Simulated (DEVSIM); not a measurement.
System: abrupt Si p-n junction, at 300 K.

Layer 1 from the left is Si, thickness (μm) 20.0, Na (cm⁻³) 1.5e17, τn (s) 2e-6, τp (s) 2e-6. Layer 2 from the left is Si, thickness (μm) 5.60, Nd (cm⁻³) 1.5e15, τn (s) 2e-6, τp (s) 2e-6.

Left contact: ohmic. Right contact: ohmic. Voltage is applied to the left contact. Recombination: SRH at mid-gap, Auger. Mobility is μmin + (μ − μmin)/(1 + (N/Nref)^α).

The device is made up for the run: typed textbook-type constants, with dimensions and the other settings drawn at random. Values at 300 K.

Si: gap (eV) 1.124, affinity (eV) 4.05, permittivity 11.7, Nc (cm⁻³) 2.86e19, Nv (cm⁻³) 3.1e19, μn (cm²/Vs) 1417, μp (cm²/Vs) 470, μn,min 52, μp,min 45, Nref,n 9.7e16, Nref,p 2.2e17, αn 0.68, αp 0.72, Cn (cm⁶/s) 2.8e-31, Cp (cm⁶/s) 9.9e-32.

Estimate by hand the built-in potential, the peak field at zero bias, the capacitance at -1.5 V, and compare with a numerical solution.


- Built-in potential: ni = √(Nc Nv) exp(−Eg/2kT) = 1.08e10 cm⁻³ with Eg = 1.124 eV; Vbi = kT/q ln(Na Nd/ni²) = 0.731 V; numerical 0.731 V.
- Peak field at zero bias: depletion approximation: W = √(2εVbi/(qN)) = 0.798 μm with N = 1.49e15 cm⁻³; field = 2Vbi/W = 18300 V/cm; numerical 25600 V/cm (estimate below by 28 %).
- Capacitance at -1.5 V: C = √(qεN / 2(Vbi + |V|)) = 7.43 nF/cm²; numerical 7.54 nF/cm² (estimate below by 1.4 %).

Simulated with DEVSIM: 1D drift-diffusion, Boltzmann statistics, complete ionisation; no tunnelling, impact ionisation, image-force lowering or self-heating.
